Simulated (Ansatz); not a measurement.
Take W (space group Pm-3n, No. 223) as the base.

```cif
data_W8
_chemical_formula_sum 'W8'
_space_group_name_H-M_alt 'Pm-3n'
_space_group_IT_number 223
_space_group_name_Hall '-P 4n 2 3'
_cell_length_a 5.03303
_cell_length_b 5.03303
_cell_length_c 5.03303
_cell_angle_alpha 90.000
_cell_angle_beta 90.000
_cell_angle_gamma 90.000
loop_
_atom_site_label
_atom_site_type_symbol
_atom_site_symmetry_multiplicity
_atom_site_Wyckoff_symbol
_atom_site_fract_x
_atom_site_fract_y
_atom_site_fract_z
_atom_site_occupancy
W1 W 2 a 0.00000 0.00000 0.00000 1
W2 W 6 c 0.00000 0.50000 0.25000 1
```

All numbers come from PBEsol, PAW, 420 eV (Ansatz, a quantum-chemistry and plane-wave program; without spin-orbit coupling).

For the base:

The volume per atom is 15.94 Å³.

Modification: a hydrostatic pressure of 5 GPa.

Task: Estimate the effect on the volume per atom.

Result: The volume per atom shrinks by 0.242 Å³ (15.94 Å³ → 15.69 Å³).

Load acts through the strain it causes; cell and atoms are relaxed under it. Stability against distortions was not tested. Competing high-pressure phases were not computed. All final runs are without spin polarisation. This is not the structure that W has at room temperature and ambient pressure.
